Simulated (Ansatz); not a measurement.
Cl on the 1x1 (111) surface of fcc Ag, one in a 2x2 cell, energies for each (29.8 Å²). Energies are against ½ Cl2(g), without zero-point or thermal terms; each row is named by its start.

These are PBE (plane waves to 420 eV, PAW; Ansatz, a quantum-chemistry and plane-wave program) values and carry that method's errors.

Model: 17-atom slab, 7.1 Å thick at the start under the adsorbate (thin: gaps and levels are the slab's own), 6x6x1 mesh, Fermi-Dirac 0.1 eV, dipole correction, 8 atoms held, the rest relaxed; each run with such symmetry as its start has; no spin, no spin-orbit, no U, no dispersion correction.

A negative adsorption energy means that the adsorbate is more stable on the surface than in its reference. Heights count from the host atoms within 0.3 Å of the top one.

```json
[
 {"starting site": "top Ag", "E_ads (eV)": "-1.08", "height (Å)": "2.36", "nearest host atom (Å)": "Ag 2.39", "bonded to": "Ag", "Δ work function (eV)": "1.98", "lateral drift (Å)": "0.0"},
 {"starting site": "hollow Ag-Ag-Ag over Ag at depth 2.4 Å", "E_ads (eV)": "-1.49", "height (Å)": "2.03", "nearest host atom (Å)": "Ag 2.65", "bonded to": "3 Ag", "Δ work function (eV)": "1.16", "lateral drift (Å)": "0.0"},
 {"starting site": "hollow Ag-Ag-Ag over Ag at depth 4.7 Å", "E_ads (eV)": "-1.49", "height (Å)": "2.03", "nearest host atom (Å)": "Ag 2.64", "bonded to": "3 Ag", "Δ work function (eV)": "1.13", "lateral drift (Å)": "0.0"},
 {"starting site": "bridge Ag-Ag (span 2.9 Å)", "E_ads (eV)": "[?]", "height (Å)": "2.09", "nearest host atom (Å)": "Ag 2.56", "bonded to": "2 Ag", "Δ work function (eV)": "[?]", "lateral drift (Å)": "0.0"}
]
```

Q: What belongs in the gaps?

A: 
- bridge Ag-Ag (span 2.9 Å), E_ads (eV): -1.42
- bridge Ag-Ag (span 2.9 Å), Δ work function (eV): 1.30
